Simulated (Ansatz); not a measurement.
Levels about the gap of amorphous In$_{9}$Ga$_{9}$Zn$_{9}$O$_{39}$Y$_{2}$ (68 atoms in a cell of 869 Å³, 5.83 g/cm³; zone centre alone, so wide bands show as single levels with stretches between that a denser mesh fills), at the geometry that PBE relaxed, where it gives 2.6 GPa on a denser mesh. Exact exchange is cut at the faces of this small cell, which leaves a finite-size error. The participation number counts the atoms over which a state spreads; weights are charges in smoothed Voronoi cells. The levels come from a single point, so bond lengths are those of that geometry. Method of the levels: HSE06, scalar-relativistic without spin-orbit coupling (Ansatz, a first-principles code). Sampling: the zone centre alone; Fermi-Dirac width 0.02 eV; no spin polarisation. At PBE the levels at the filled edge of the gap are localised (band-tail or defect states).

Preparation: random packing, a CHGNet melt and quench, and a DFT relaxation. O atoms were pushed apart under 1.9 Å during the dynamics, to hinder bonds among them. The hot cell started wider than the set density and was brought back towards it in steps. It is the lowest in DFT energy of 2 quenches. It is a model cell: composition and starting density were chosen by hand, and all elements were melted together. No dispersion term was used. Its density started from a set value of 5.83 and ended at 5.83 g/cm³. Cooling (nominally 320 K/ps over its main leg) ran many orders faster than in experiment, which tends to leave more defects and strain. Values belong to this one cell and scatter from quench to quench. The volume was held where the preparation left it and the shape relaxed, at a PBE pressure of 2.6 GPa. Stress components on the final sampling reach 2.7 GPa.

```tsv
E - E(highest filled), eV	filling	participation number	largest on	weight O	weight In	weight Ga	weight Zn
-0.31	filled	22.2	O, 3 neighbours	0.88	0.03	0.02	0.07
-0.24	filled	16.6	O, 4 neighbours	0.86	0.03	0.01	0.09
-0.22	filled	14.7	O, 3 neighbours	0.88	0.03	0.02	0.08
-0.20	filled	15.1	O, 4 neighbours	0.90	0.03	0.01	0.06
-0.13	filled	14.2	O, 3 neighbours	0.89	0.03	0.01	0.06
-0.08	filled	8.0	O, 3 neighbours	0.91	0.02	0.01	0.05
0.00	filled	10.6	O, 4 neighbours	0.86	0.02	0.01	0.11
2.70	empty	61.0	In, 6 neighbours	0.52	0.21	0.13	0.13
5.15	empty	22.6	In, 6 neighbours	0.55	0.32	0.05	0.07
5.36	empty	31.0	In, 6 neighbours	0.55	0.28	0.09	0.06
5.58	empty	40.0	In, 6 neighbours	0.55	0.24	0.09	0.11
5.70	empty	45.2	In, 6 neighbours	0.58	0.18	0.18	0.05
5.99	empty	41.2	Zn, 4 neighbours	0.55	0.23	0.05	0.14
6.09	empty	42.8	In, 6 neighbours	0.56	0.17	0.14	0.11
```

Most localised among these is the filled level at -0.08 eV, on a O atom, which has 3 neighbours (Ga 1.95 Å, In 2.08 Å, Y 2.15 Å).
